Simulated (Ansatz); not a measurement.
Base system: PbSe in the rock salt structure (space group Fm-3m, No. 225; a = 6.178 Å).

Method: r2SCAN in Ansatz (plane waves to 500 eV, PAW, without spin-orbit coupling).

For the base:

The lattice parameter a is 6.178 Å and the hole mass comes out as 0.24 mₑ along k, 0.11 mₑ across (at L). The band gap is 0.67 eV.

Modification: Te takes the place of Se on all its sites, then cell and atoms are relaxed.

**Question.** What does the calculation give for the lattice parameter a, hole mass and band gap after the change?

**Answer.** The lattice parameter a increases by 0.356 Å (6.178 Å → 6.534 Å); the hole mass goes from 0.24 mₑ along k, 0.11 mₑ across (at L) to 0.57 mₑ along k, 0.087 mₑ across (at L); the band gap increases by 0.42 eV to 1.09 eV.

With Pb and Te present, leaving out spin-orbit coupling can change the band edges. Masses are band curvatures over ±0.01 Å⁻¹ around the edge. Along k means along the line from Γ to the band edge. No phonon test of stability was made.

Ansatz is a quantum-chemistry and plane-wave program.
